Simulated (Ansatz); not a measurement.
Input and output of a self-consistent single point for BaAlGeH (P3m1, 4 atoms in the cell) (Ansatz, a program for electronic structure).

Level of theory: PBEsol, default PAW files made with PBE (plane waves; Ansatz).

The change in words: lattice scaled by 0.98; basis.ecutwfc: 420 eV → 460 eV. Reference geometry:
```
BaAlGeH
1.0
    4.36041     0.00000     0.00000
   -2.18020     3.77622     0.00000
    0.00000     0.00000     5.22380
Ba Al Ge H
1 1 1 1
Direct
  0.33333   0.66667   0.10859
  0.00000   0.00000   0.64135
  0.66667   0.33333   0.55274
  0.00000   0.00000   0.97289
```

Reference input (self-consistent single point, DFT, PBEsol, plane waves, default PAW files made with PBE): basis.ecutwfc = 420 eV; kpoints.mp_grid.grid = 7 7 5; hamiltonian.xc = pbesol; hamiltonian.pseudopotentials = {kind: paw} (the program's default PAW files); scf.occupations.method = fixed. This run's input differs from it in these lines:

Ansatz 0.2 input:
```diff
@@ -2,5 +2,5 @@
   lattice:
-    - [4.360408, 0.000000, 0.000000]
-    - [-2.180204, 3.776224, 0.000000]
-    - [0.000000, 0.000000, 5.223800]
+    - [4.273200, 0.000000, 0.000000]
+    - [-2.136600, 3.700700, 0.000000]
+    - [0.000000, 0.000000, 5.119324]
   atoms:
@@ -11,3 +11,3 @@
 basis:
-  ecutwfc: 420.0
+  ecutwfc: 460.0
 kpoints:
```

Log, with long lists cut:

```
SCF iter   1: F=—  HF=-10658.540356 eV  |F-HF|=—  |Δ(HF+E_count)|=         —  Δρ=4.19e-3  dr2=1.43e-2  ethr=1.77e-3  ⟨swp⟩=4.4  Hψ=2622  notcnv=0  defer=54
all-band conjugate gradients solve this SCF's bands
preconditioner: auto → Resta (q_TF=auto, 2.286 Å⁻¹)
SCF iter   2: F=—  HF=-10658.535752 eV  |F-HF|=—  |Δ(HF+E_count)|=   4.60e-3  Δρ=2.08e-3  dr2=3.95e-3  ethr=5.11e-5  ⟨swp⟩=2.6  Hψ=1097  notcnv=0  defer=61
   [... lines left out ...]
SCF iter   4: F=—  HF=-10658.534699 eV  |F-HF|=—  |Δ(HF+E_count)|=   5.04e-5  Δρ=1.21e-4  dr2=1.41e-5  ethr=2.33e-7  ⟨swp⟩=2.1  Hψ=988  notcnv=0  defer=57
SCF iter   5: F=—  HF=-10658.534698 eV  |F-HF|=—  |Δ(HF+E_count)|=   1.28e-7  Δρ=5.76e-5  dr2=3.86e-6  ethr=5.03e-8  ⟨swp⟩=2.0  Hψ=993  notcnv=0  defer=57
SCF iter   6: F=—  HF=-10658.534698 eV  |F-HF|=—  |Δ(HF+E_count)|=   4.34e-7  Δρ=1.91e-5  dr2=4.61e-7  ethr=1.38e-8  ⟨swp⟩=2.8  Hψ=1022  notcnv=0  defer=57
SCF iter   7: F=-10658.534698 eV  HF=-10658.534698 eV  |F-HF|=7.20e-10  |Δ(HF+E_count)|=   8.90e-8  Δρ=2.63e-6  dr2=8.35e-9  ethr=3.57e-10  ⟨swp⟩=8.3  Hψ=3554  notcnv=0
SCF 1 converged in 7 iterations: F = -10658.534698 eV  dr2 = 8.35e-9
Free energy (F): -10658.534698 eV
Internal energy: -10658.534698 eV  (E = F + TS)
E sigma→0 (E₀):  -10658.534698 eV
Fermi energy:    8.003893 eV
--- Forces (eV/Å), atoms counted from 1 ---
  atom   1  Ba    -0.00000000    -0.00000000    -0.16568569
  atom   2  Al     0.00000000     0.00000000    -0.14667965
  atom   3  Ge    -0.00000000    -0.00000000     0.04779264
  atom   4  H      0.00000000    -0.00000000     0.26454116
--- Stress (GPa, compression-positive) ---
        2.015373       0.000000       0.000000
       -0.000000       2.015373       0.000000
        0.000000       0.000000       1.108003
  P = ⅓ Tr σ = 1.7129 GPa (17.129 kbar)
  The stress holds the Pulay correction. Without it, at fixed plane waves, as pw.x and ABINIT print it: P = 1.6955 GPa
```

The run converged in 7 iterations. Against the reference run the free energy stays essentially unchanged (within 1 meV/atom), the pressure goes from -1.63 to 1.71 GPa, the largest force goes from 0.125 to 0.265 eV/Å and the gap on the mesh hardly changes (0.777 to 0.776 eV).

The starting cell comes from a database of computed structures (which also holds hypothetical and non-ambient phases and stackings), without a prior relaxation at this level. Its lattice was rescaled by up to half a per cent. One atom was moved a little off its site on purpose. For this run, on top of that: lattice scaled by 0.98. Ansatz's pressure includes its estimate of the finite-basis (Pulay) stress.
